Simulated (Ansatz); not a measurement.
## How far to go with the k-point mesh: CsCdCl₃ (P4mm, 5 atoms in the cell)

```
CELL_PARAMETERS angstrom
      5.28019     0.00000     0.00000
      0.00000     5.28019     0.00000
      0.00000     0.00000     5.28019
ATOMIC_POSITIONS crystal
  Cs 0.00000 0.00000 0.00947
  Cd 0.50000 0.50000 0.50000
  Cl 0.00000 0.50000 0.50000
  Cl 0.50000 0.00000 0.50000
  Cl 0.50000 0.50000 0.00000
```

Method: LDA (PW92), default PAW files made with PBE (plane waves; Ansatz, an electronic-structure program).

Base settings: basis.ecutwfc = 420 eV; kpoints.mp_grid.grid = 5 5 5; hamiltonian.xc = lda; hamiltonian.pseudopotentials = {kind: paw} (the program's default PAW files); scf.occupations.method = fixed.

The second cell is the first with its lattice scaled by 0.98.

Only quantities that move along the ladder and can be compared are tabulated.

The count of work is k-points × plane waves × bands × iterations; it is no time. Core times come from one kind of shared machine, to one figure; runs under 30 s give none.

The starting cell comes from a database of computed structures (which also holds hypothetical and non-ambient phases and stackings), without a prior relaxation at this level. Its lattice was rescaled by up to half a per cent. One atom was moved a little off its site on purpose. In the base run, with a pressure of about -3 GPa the cell is away from its equilibrium volume at this level. Ansatz's pressure includes its estimate of the finite-basis (Pulay) stress.

| kpoints.mp_grid.grid | free energy less the last step's (meV/atom) | energy of the compressed cell less the first (meV/atom) | pressure (GPa) | largest difference of a force vector from the last step's (eV/Å) | gap on the mesh (eV) | count of work / last | core time / last (rough) |
|---|---|---|---|---|---|---|---|
| 1 1 1 | 389.77 | -15.81 | -2.39 | 0.126 | 1.358 | 0.0035 | – |
| 2 2 2 | 7.53 | -23.72 | -3.09 | 0.002 | 1.413 | 0.021 | – |
| 3 3 3 | 1.06 | -25.57 | -3.23 | 0.000 | 1.650 | 0.021 | – |
| 4 4 4 | 0.09 | -25.66 | -3.23 | 0.000 | 1.433 | 0.062 | – |
| 5 5 5 | 0.01 | -25.64 | -3.23 | 0.000 | 1.568 | 0.062 | – |
| 6 6 6 | 0.00 | -25.64 | -3.23 | 0.000 | 1.434 | 0.14 | – |
| 7 7 7 | 0.00 | -25.64 | -3.23 | 0.000 | 1.522 | 0.14 | – |
| 8 8 8 | 0.00 | -25.64 | -3.23 | 0.000 | 1.434 | 0.26 | – |
| 9 9 9 | 0.00 | -25.64 | -3.23 | 0.000 | 1.494 | 0.26 | – |
| 10 10 10 | 0.00 | -25.64 | -3.23 | 0.000 | 1.434 | 0.44 | 0.3 |
| 11 11 11 | 0.00 | -25.64 | -3.23 | 0.000 | 1.477 | 0.44 | – |
| 12 12 12 | 0.00 | -25.64 | -3.23 | 0.000 | 1.434 | 0.68 | 0.5 |
| 14 14 14 | 0.00 | -25.64 | -3.23 | 0.000 | 1.434 | 1.0 | 1 |

Coarsest kpoints.mp_grid.grid that holds the forces within 0.01 eV/Å of the last step, with all finer ones: 2 2 2, at 0.021 of the last step's count of work; the step before is off by 0.13 eV/Å.

Coarsest kpoints.mp_grid.grid that holds the free energy within 0.5 meV/atom of the last step, with all finer ones: 4 4 4, at 0.062 of the last step's count of work; the step before is off by 1.1 meV/atom.

Coarsest kpoints.mp_grid.grid that holds the energy of the compressed cell less the first within 0.5 meV/atom of the last step, with all finer ones: 3 3 3, at 0.021 of the last step's count of work; the step before is off by 1.9 meV/atom.

The energy difference between the two cells stays within 1 meV/atom of the last step's from 3 3 3 on, the total only from 4 4 4 on: much of the error is common to both cells and cancels.

The gap on the mesh jumps up and down from mesh to mesh; it is no smooth measure of convergence.

Keys are those of Ansatz 0.2.
